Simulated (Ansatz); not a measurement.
Start from KI in the rock salt structure (space group Fm-3m, No. 225; a = 7.1824 Å).

Modification: the cell is scaled by 0.9800 in all directions; the atoms relax in the strained cell.

Level of theory: plane-wave PAW DFT at the PBE level (Ansatz, a quantum-chemistry and plane-wave program, 420 eV), no spin-orbit coupling.

Base, band edges from the VBM (valence, conduction): X -0.34, 5.02; W -0.54, 6.44; L -0.30, 5.47; Γ 0.00, 3.86; K -0.35, 5.63; U -0.35, 5.63 eV.

Task: Give the band edges at the high-symmetry points of the new zone, measured from its valence-band maximum.

Result: 
| point | valence edge (eV) | conduction edge (eV) |
|---|---|---|
| Γ | 0.00 | 3.99 |
| X | -0.37 | 4.92 |
| U | -0.39 | 5.61 |
| K | -0.39 | 5.61 |
| L | -0.35 | 5.54 |
| W | -0.61 | 6.48 |

The gap is 3.99 eV, direct at Γ.

With I present, leaving out spin-orbit coupling can change the band edges. Stability against distortions was not tested.
